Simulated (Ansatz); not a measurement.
Abridged Ansatz (an electronic-structure program) output:

```
Pseudopotential: Nb, paw, valence charge 13
Pseudopotential: As, paw, valence charge 15
Crystal: 6 atoms, lattice volume = 106.247 Å³
Basis set: ecut = 420 eV, 2091 PW (Γ), exchange–correlation on 72×72×108 points (8 copies of the dense FFT grid, shifted against one another)
Bands: 49, of which v1, the nominal top of the filled ones, is band 43 counted from 1 (42 counted from 0)
Symmetry: 4 space group operations
k-points: 424 of 1575
Functional: x = pbesol(κ = 0.804, μ = 0.12345679012345678), c = pbesol(β = 0.046)
SCF iter   1: F=—  HF=-28246.556501 eV  |F-HF|=—  |Δ(HF+E_count)|=         —  Δρ=5.20e-3  dr2=1.44e-2  ethr=1.77e-3  ⟨swp⟩=6.0  Hψ=77014  notcnv=0  defer=1
SCF iter   2: F=—  HF=-28246.555604 eV  |F-HF|=—  |Δ(HF+E_count)|=   8.98e-4  Δρ=2.99e-3  dr2=4.79e-3  ethr=1.68e-5  ⟨swp⟩=2.0  Hψ=42120  notcnv=0  defer=2
SCF 1 converged in 9 iterations: F = -28246.556356 eV  dr2 = 3.35e-10
SCF converged after 9 iterations
Free energy (F): -28246.556356 eV
Internal energy: -28246.551051 eV  (E = F + TS)
E sigma→0 (E₀):  -28246.553703 eV
Entropy (-TS):   -0.005305 eV (-0.884 meV/atom)
Fermi energy:    14.832343 eV
--- Forces (eV/Å), atoms counted from 1 ---
  atom   1  Nb    -0.00080050     0.00000000     0.00051119
  atom   2  Nb     0.00080050    -0.00000000    -0.00051119
  atom   3  As    -0.00224741     0.00000000     0.00008538
  atom   4  As     0.00224741    -0.00000000    -0.00008538
  atom   5  As    -0.00032269    -0.00000000     0.00137479
  atom   6  As     0.00032269     0.00000000    -0.00137479
--- Stress (GPa, compression-positive) ---
       -0.003348      -0.000000       0.000973
       -0.000000      -0.003773      -0.000000
        0.000973      -0.000000      -0.006670
  P = ⅓ Tr σ = -0.0046 GPa (-0.046 kbar)
```

Question: What was computed, and what are the main results?

Answer: NbAs2, 6 atoms in the cell, with plane-wave PAW DFT at the PBEsol level (Ansatz, 420 eV), without spin-orbit coupling. The last SCF converged to F = -28246.556356 eV, or -4707.7594 eV per atom, at a pressure of 0.00 GPa. The total energy compares only with runs of the same code, potentials and settings.

Stability against distortions was not tested. All final runs are without spin polarisation. The cell is NbAs2 (space group C2/m, No. 12).
